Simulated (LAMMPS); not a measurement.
Molecular dynamics of a free-standing liquid film of Cu, 2156 atoms, at 1830 K.

Method: classical MD, pair style eam/alloy, file Cu_zhou.eam.alloy; code LAMMPS.

```
z (Å)    number density (Å⁻³)
-------  --------------------
-24.79                 0.0000
-23.79                 0.0001
-22.79                 0.0020
-21.78                 0.0178
-20.78                 0.0524
-19.78                 0.0706
-18.78                 0.0719
-17.78                 0.0726
-16.78                 0.0710
-15.77                 0.0715
-14.77                 0.0706
-13.77                 0.0712
-12.77                 0.0711
-11.77                 0.0706
-10.77                 0.0712
-9.770                 0.0715
-8.760                 0.0708
-7.760                 0.0717
-6.760                 0.0698
-5.760                 0.0720
-4.760                 0.0705
-3.760                 0.0722
-2.750                 0.0701
-1.750                 0.0718
-0.7500                0.0699
0.2500                 0.0712
1.250                  0.0711
2.250                  0.0711
3.260                  0.0712
4.260                  0.0707
5.260                  0.0711
6.260                  0.0711
7.260                  0.0711
8.260                  0.0715
9.260                  0.0711
10.27                  0.0706
11.27                  0.0713
12.27                  0.0709
13.27                  0.0711
14.27                  0.0710
15.27                  0.0719
16.28                  0.0707
17.28                  0.0733
18.28                  0.0717
19.28                  0.0702
20.28                  0.0519
21.28                  0.0176
22.28                  0.0024
23.29                  0.0001
24.29                  0.0000
```

The data show:
- number density in the middle: 0.0711 Å⁻³
